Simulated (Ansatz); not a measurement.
Checking a run of Ansatz (a program for electronic structure) on Tc2P (Pnma, 12 atoms in the cell). The aim is a self-consistent single point with DFT, PBE, plane waves, default PAW files.

Cell that was meant: a = 5.2508 Å, b = 3.9910 Å, c = 7.5901 Å, α = 90.00°, β = 90.00°, γ = 90.00°.

Part of the input:

Ansatz 0.2 input:
```yaml
# Tc2P
crystal:
  lattice:
    - [2.77863000, 0.00000000, 0.00000000]
    - [0.00000000, 2.11193900, 0.00000000]
    - [0.00000000, 0.00000000, 4.01652700]
  atoms:
    - { symbol: Tc, position: [0.53800000, 0.25000000, 0.78200000] }
    - { symbol: Tc, position: [0.03800000, 0.25000000, 0.71800000] }
    - { symbol: Tc, position: [0.46200000, 0.75000000, 0.21800000] }
    - { symbol: Tc, position: [0.96200000, 0.75000000, 0.28200000] }
    - { symbol: Tc, position: [0.17400000, 0.25000000, 0.06200000] }
    - { symbol: Tc, position: [0.67400000, 0.25000000, 0.43800000] }
    - { symbol: Tc, position: [0.82600000, 0.75000000, 0.93800000] }
    - { symbol: Tc, position: [0.32600000, 0.75000000, 0.56200000] }
    - { symbol: P, position: [0.70200000, 0.25000000, 0.11100000] }
    - { symbol: P, position: [0.20200000, 0.25000000, 0.38900000] }
    - { symbol: P, position: [0.29800000, 0.75000000, 0.88900000] }
    - { symbol: P, position: [0.79800000, 0.75000000, 0.61100000] }
basis:
  ecutwfc: 500.0
kpoints:
```

Output, abridged:

```
WARN ansatz: RAYON_NUM_THREADS=1 ignored (pool sized by the plan → 1); use --threads N
Pseudopotentials: kind: paw
   [... lines left out ...]
Symmetry: 8 space group operations
Space group: Pnma (ITA 62), of the structure as read, at distance tolerance 2.9e-5 Å
k-points: 18 of 40
Initial density: superposition of atomic densities (chi_scale 0.1, normalization cell, long waves kept (reshape's long-wave potential 0.00 eV rms))
Initial wavefunctions: pseudopotential atomic-orbital guess
Eigensolver: davidson
Functional: x = pbe(κ = 0.804, μ = 0.2195149727645171), c = pbe(β = 0.06672455060314922)
SCF iter   1: F=—  HF=-44159.905270 eV  |F-HF|=—  |Δ(HF+E_count)|=         —  Δρ=4.12e-1  dr2=8.20e0  ethr=3.10e-3  ⟨swp⟩=17.4  Hψ=12899  notcnv=0  defer=21
all-band conjugate gradients solve this SCF's bands
preconditioner: auto → none
SCF iter   2: F=—  HF=-44132.994581 eV  |F-HF|=—  |Δ(HF+E_count)|=    2.69e1  S|Δr|=    0.00e0  Δρ=1.89e-1  dr2=1.79e0  ethr=3.10e-3  ⟨swp⟩=4.1  Hψ=3344  notcnv=0  defer=159
   [... lines left out ...]
SCF iter   7: F=—  HF=-44124.576180 eV  |F-HF|=—  |Δ(HF+E_count)|=   1.25e-4  S|Δr|=    0.00e0  Δρ=2.08e-4  dr2=5.99e-6  ethr=6.73e-8  ⟨swp⟩=10.1  Hψ=6767  notcnv=3  defer=159
SCF iter   8: F=—  HF=-44124.576265 eV  |F-HF|=—  |Δ(HF+E_count)|=   8.51e-5  S|Δr|=    0.00e0  Δρ=6.69e-5  dr2=5.77e-7  ethr=4.28e-9  ⟨swp⟩=14.9  Hψ=9270  notcnv=4  defer=159
SCF iter   9: F=-44124.576261 eV  HF=-44124.576261 eV  |F-HF|=2.67e-8  |Δ(HF+E_count)|=   4.25e-6  S|Δr|=    0.00e0  Δρ=2.14e-5  dr2=3.90e-8  ethr=7.14e-11  ⟨swp⟩=37.6  Hψ=29731  notcnv=0
SCF 1 converged in 9 iterations: F = -44124.576261 eV  dr2 = 3.90e-8
Stability not checked (fill_not_monotonic)
Free energy (F): -44124.576261 eV
Internal energy: -44124.573317 eV  (E = F + TS)
E sigma→0 (E₀):  -44124.575280 eV
Entropy (-TS):   -0.002945 eV (-0.245 meV/atom)
Fermi energy:    137.967114 eV
--- Forces (eV/Å), atoms counted from 1 ---
  atom   1  Tc     4.68374253     0.00000000    52.49251417
  atom   2  Tc     4.68374253    -0.00000000   -52.49251417
  atom   3  Tc    -4.68374253    -0.00000000   -52.49251417
   [... lines left out ...]
  atom  12  P     19.87350191    -0.00000000   -17.65049293
--- Stress (GPa, compression-positive) ---
    24200.274939      -0.000000       0.000000
       -0.000000   24124.377745       0.000000
        0.000000       0.000000   24692.229423
  P = ⅓ Tr σ = 24338.9607 GPa (243389.607 kbar)
  The stress holds the Pulay correction. Without it, at fixed plane waves, as pw.x and ABINIT print it: P = 24328.3453 GPa
```

Can these results be used? Check the input.

The run is not sound. The fault is this: lattice multiplied by the bohr radius once too often. Bohr and ångström differ by a factor of 1.89; the cell that the program reads is then far too large or far too small. To fix it, give the lengths in the unit that the key or card expects. The run converged in 9 iterations without an error; against the sound input the free energy rises by 174 eV/atom, the pressure goes from 1.19 to 24340 GPa and the largest force goes from 1.930 to 52.70 eV/Å.

An input that runs soundly differs in these lines (not the only fix; some lines may just follow from the change or write a value another way):
```diff
-    - [2.77863000, 0.00000000, 0.00000000]
-    - [0.00000000, 2.11193900, 0.00000000]
-    - [0.00000000, 0.00000000, 4.01652700]
+    - [5.25084900, 0.00000000, 0.00000000]
+    - [0.00000000, 3.99098700, 0.00000000]
+    - [0.00000000, 0.00000000, 7.59013600]
```

With that input, the run converged in 7 iterations: free energy E − TS (on the zero of these files) -46209.8573 eV; Fermi level (on the code's own zero) 20.73 eV; pressure 1.19 GPa; largest force (vector length) 1.930 eV/Å (DFT, PBE, plane waves, default PAW files).

On the sound input: the starting cell was generated: these elements placed on a structure prototype, without a prior relaxation; it need not be a known phase or ordering of this composition. Spin polarisation is off. Forces in this geometry exceed 1 eV/Å. Ansatz's pressure includes its estimate of the finite-basis (Pulay) stress. Without a gap this mesh is coarse (it stands for a supercell whose shortest vector is 15 Å).
